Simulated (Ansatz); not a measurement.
# Hypothetical zinc blende SbAs, pressure series

Base system: SbAs in the zinc blende structure (space group F-43m, No. 216; a = 6.538 Å; a hypothetical phase, not in the database extracts checked).

Cell and atoms are relaxed at each pressure.

Levels (all Ansatz, an electronic-structure program, PAW): PBE (420 eV, scalar-relativistic without spin-orbit coupling); r2SCAN (500 eV, scalar-relativistic without spin-orbit coupling).

The base cell above is that of PBE; each level relaxes its own structures.

| case | volume per atom, PBE | volume per atom, r2SCAN |
|---|---|---|
| pressure −2 GPa | 37.03 Å³ | 36.01 Å³ |
| pressure −1 GPa | 35.91 Å³ | 35.02 Å³ |
| pressure 1.8 GPa | 33.45 Å³ | 32.79 Å³ |
| pressure 4.2 GPa | 31.85 Å³ | 31.30 Å³ |
| pressure 9 GPa | 29.47 Å³ | … |
| pressure 18 GPa | 26.59 Å³ | 26.32 Å³ |
| pressure 30 GPa | 24.07 Å³ | … |
| pressure 45 GPa | 21.96 Å³ | … |
| pressure 60 GPa | 20.44 Å³ | … |

What belongs in the blanks?


- pressure 9 GPa, volume per atom, r2SCAN: 29.09 Å³
- pressure 30 GPa, volume per atom, r2SCAN: 23.86 Å³
- pressure 45 GPa, volume per atom, r2SCAN: 21.81 Å³
- pressure 60 GPa, volume per atom, r2SCAN: 20.33 Å³

PBE lies above r2SCAN in every row, by 0.12 Å³ to 1.02 Å³. They put the cases in the same order.

Load acts through the strain it causes; cell and atoms are relaxed under it. Stability against distortions was not tested. Competing high-pressure phases were not computed. All final runs are without spin polarisation.
